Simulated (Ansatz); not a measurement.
This Ansatz (a program for electronic structure) input is the reference run, Sn in the diamond structure (space group Fd-3m, No. 227), computed with r2SCAN (Ansatz, PAW, no spin-orbit coupling):

Ansatz 0.2 input:
```yaml
crystal:
  lattice:
    - [0, 3.2832369194, 3.2832369194]
    - [3.2832369194, 0, 3.2832369194]
    - [3.2832369194, 3.2832369194, 0]
  atoms:
    - { symbol: Sn, position: [0, 0, 0] }
    - { symbol: Sn, position: [0.25, 0.25, 0.25] }
basis: { ecutwfc: 500, ecutrho_ratio: 4, xc_grid: 4, fft_grid_basis: typed }
kpoints: { mp_grid: { grid: [12, 12, 12] } }
hamiltonian:
  xc: r2scan
  dispersion: none
  pseudopotentials: { kind: paw }
scf: { occupations: { method: fermi_dirac, width: 0.05 }, convergence: { dr2_threshold: 0.0000000002 } }
output: { forces: true, stress: true }
checkpoint: { write: state.ck, write_every: 1000 }
```

Write the input for this change: tensile biaxial strain of 3.00 % in the plane normal to [001], as in epitaxy on a mismatched substrate; the out-of-plane cell vector and the atoms relax.


Ansatz 0.2 input:
```yaml
crystal:
  lattice:
    - [4.7824941253, 0, 0]
    - [0, 4.7824941253, 0]
    - [2.3912470626, -2.3912470626, 3.2339883656]
  atoms:
    - { symbol: Sn, position: [0, 0, 0] }
    - { symbol: Sn, position: [0.75, 0.75, 0.5] }
basis: { ecutwfc: 500, ecutrho_ratio: 4, xc_grid: 4, fft_grid_basis: typed }
kpoints: { mp_grid: { grid: [12, 12, 12] } }
hamiltonian:
  xc: r2scan
  dispersion: none
  pseudopotentials: { kind: paw }
scf: { occupations: { method: fermi_dirac, width: 0.05 } }
relax: { f_tol: 0.005, max_steps: 50, cell: { stress_tol: 0.01, fix: [a, b, gamma] } }
output: { forces: true, stress: true }
checkpoint: { write: state.ck, write_every: 1000 }
```
This is the input that was run; other choices of cell and start would serve too.

Whether these cells are dynamically stable was not tested.
